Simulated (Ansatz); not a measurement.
The starting structures come from a database of crystals and need not be the phases stable at ambient conditions.

By PBEsol, the system below comes out a metal.

Without scattering a metal conducts by its projected Fermi surface.

```yaml
crystal:
  lattice:
    - [4.41064, 0.00000, 0.00000]
    - [-2.20532, 3.81972, 0.00000]
    - [2.20532, 1.27324, 0.90032]
  atoms:
    - { symbol: Al, position: [0.00000, 0.00000, 0.00000] }
```

Space group of this cell: Im-3m, bcc (W type). The cell is strained (all lengths scaled by 0.98); by PBEsol its mean pressure is 7.8 GPa.

The current flows along the normal of the first two printed cell vectors, the (111) plane of the conventional cell. No spin-orbit coupling; the value is a mean over 0.1 eV about the Fermi level.

Give the ballistic conductance per area that Ansatz (a program for electronic structure) with PBEsol yields.

1.7 × 10¹⁵ S/m² for both spins.
